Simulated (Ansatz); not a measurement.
Be3N2 (P6₃/mmc, No. 194, 10 atoms in the cell; start mp-6977; a measured phase of this formula has another space group) was calculated with G0W0@PBEsol (Ansatz, a quantum-chemistry and plane-wave program, hard PAW, contour deformation).

The cell is the one relaxed with PBEsol. Conventional cell: a = 2.8367 Å, b = 2.8367 Å, c = 9.7075 Å, α = 90.00°, β = 90.00°, γ = 120.00°.

One run with a 6×6×2 mesh, response cutoff 150 eV and 518 empty bands, not extrapolated in mesh or basis; no spin–orbit coupling.

Some levels at Γ in eV, each set counted from its highest filled level:

```json
[
 {"row": "1", "degeneracy": "1", "PBEsol": "-15.16", "quasiparticle": "…"},
 {"row": "2", "degeneracy": "1", "PBEsol": "-14.22", "quasiparticle": "…"},
 {"row": "3", "degeneracy": "1", "PBEsol": "-7.68", "quasiparticle": "…"},
 {"row": "4", "degeneracy": "1", "PBEsol": "-5.32", "quasiparticle": "…"},
 {"row": "5", "degeneracy": "1", "PBEsol": "-3.53", "quasiparticle": "-3.65"},
 {"row": "6", "degeneracy": "2", "PBEsol": "-1.21", "quasiparticle": "-1.24"},
 {"row": "7", "degeneracy": "2", "PBEsol": "-0.85", "quasiparticle": "-0.77"},
 {"row": "8", "degeneracy": "2", "PBEsol": "-0.49", "quasiparticle": "-0.60"},
 {"row": "9", "degeneracy": "1", "PBEsol": "-0.38", "quasiparticle": "-0.31"},
 {"row": "10", "degeneracy": "2", "PBEsol": "0.00", "quasiparticle": "0.00"},
 {"row": "11", "degeneracy": "1", "PBEsol": "6.16", "quasiparticle": "…"},
 {"row": "12", "degeneracy": "1 or more", "PBEsol": "7.09", "quasiparticle": "…"}
]
```

Task: Some entries are withheld; supply them.

Result: 
- 1, quasiparticle: -15.76
- 2, quasiparticle: -14.69
- 3, quasiparticle: -7.96
- 4, quasiparticle: -5.61
- 11, quasiparticle: 7.96
- 12, quasiparticle: 9.00

Levels within 5 meV count as one row.

A start named mp-… is a Materials Project structure, which need not be a measured phase.
